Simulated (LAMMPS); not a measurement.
LAMMPS 22 Jul 2025, classical MD, analytic bond-order potential (GaAs.bop.table): GaAs, 512 atoms.

| Quantity | Result |
|---|---|
| task | MD, nve |
| potential | analytic bond-order potential, GaAs.bop.table |
| copies of the repeat unit | 4×4×4 |
| shape (slab and sphere leave vacuum in the box) | bulk |
| steps | 400 |
| timestep | 1 fs |
| thermo | 50 |
| newton | on (default) |
| atom_modify sort (bins of 2 Å where set) | 1000 (default) |
| comm_style | brick (default) |
| box | 22.6 × 22.6 × 22.6 Å |
| start | generated zinc blende lattice, warmed in an untimed run |

All runs start from one configuration, warmed at this fixed volume for 300 steps under a thermostat at 600 K. The run at a skin of 2 Å has a mean temperature of 601 K and a mean pressure of 1.3 GPa.

One run each, on a shared machine, so no times are given.

With neigh_modify every 1 delay 0 check yes, skins of 0.1, 0.3, 0.5, 1, 1.5, 2, 3 Å were run. Further schedules:
- skin 1 Å, every 1 delay 10 check yes
- skin 0.3 Å, every 1 delay 10 check yes
- skin 0.3 Å, every 10 delay 0 check yes
- skin 2 Å, every 1 delay 10 check yes
- skin 0.3 Å, every 100 delay 0 check no
- skin 0.3 Å, every 20 delay 0 check no
- skin 1 Å, every 20 delay 0 check no

A schedule rebuilds too seldom if it shows a dangerous build, rebuilds less often than the check at every step does at that skin, or fails.

Problem. Name the settings that rebuild less often than the motion of the atoms asks.

Solution. With the check at every step the rebuilds are 77 at 0.1 Å, 26 at 0.3 Å, 15 at 0.5 Å, 6 at 1 Å, 0 at 1.5 Å, 0 at 2 Å, 0 at 3 Å. Too seldom: skin 0.3 Å, every 10 delay 0 check yes; skin 0.3 Å, every 100 delay 0 check no; skin 0.3 Å, every 20 delay 0 check no.

```tsv
setting	rebuilds	dangerous builds	list entries an atom	change of the total energy (meV/atom)
skin 0.1 Å, every 1 delay 0 check yes	77	—	4.43	under 0.001
skin 0.3 Å, every 1 delay 0 check yes	26	—	8.78	under 0.001
skin 0.5 Å, every 1 delay 0 check yes	15	—	15.1	under 0.001
skin 1 Å, every 1 delay 0 check yes	6	—	22.3	under 0.001
skin 1.5 Å, every 1 delay 0 check yes	0	—	28.0	under 0.001
skin 2 Å, every 1 delay 0 check yes	0	—	31.3	under 0.001
skin 3 Å, every 1 delay 0 check yes	0	—	46.7	under 0.001
skin 1 Å, every 1 delay 10 check yes	6	0	22.3	under 0.001
skin 0.3 Å, every 1 delay 10 check yes	26	0	8.78	under 0.001
skin 0.3 Å, every 10 delay 0 check yes	20	0	8.83	under 0.001
skin 2 Å, every 1 delay 10 check yes	0	0	31.3	under 0.001
skin 0.3 Å, every 100 delay 0 check no	4	not counted	8.82	+0.19
skin 0.3 Å, every 20 delay 0 check no	20	not counted	8.83	under 0.001
skin 1 Å, every 20 delay 0 check no	20	not counted	22.4	under 0.001
```

Where the energy changes as in the checked runs, the late rebuilds cost nothing that shows in this run. List entries are as LAMMPS prints them (Ave neighs/atom).
